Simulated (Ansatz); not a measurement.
**InAs: response to strain**

The parent structure is InAs in the zinc blende structure (space group F-43m, No. 216).

```yaml
crystal:
  lattice:
    - [0.00000, 3.01303, 3.01303]
    - [3.01303, 0.00000, 3.01303]
    - [3.01303, 3.01303, 0.00000]
  atoms:
    - { symbol: In, position: [0.00000, 0.00000, 0.00000] }
    - { symbol: As, position: [0.25000, 0.25000, 0.25000] }
```

Strains are applied to the cell and any free atomic positions relax.

All numbers come from LDA (Ansatz, a program for electronic structure, PAW, no SOC).

Question: Only one of these has a band gap. Which?
(A) isotropic strain +3.00 %
(B) isotropic strain +1.50 %
(C) isotropic strain −3.00 %
(D) isotropic strain +2.00 %

Answer: C, isotropic strain −3.00 %. Computed: isotropic strain +1.50 %: zero; isotropic strain +2.00 %: zero; isotropic strain +3.00 %: zero; isotropic strain −3.00 %: 0.08 eV

The mesh was chosen for an insulator and is coarse for the gapless case. No phonon test of stability was made. All final runs are without spin polarisation. A zero or small gap of InAs can be the functional's error rather than a property of the material.
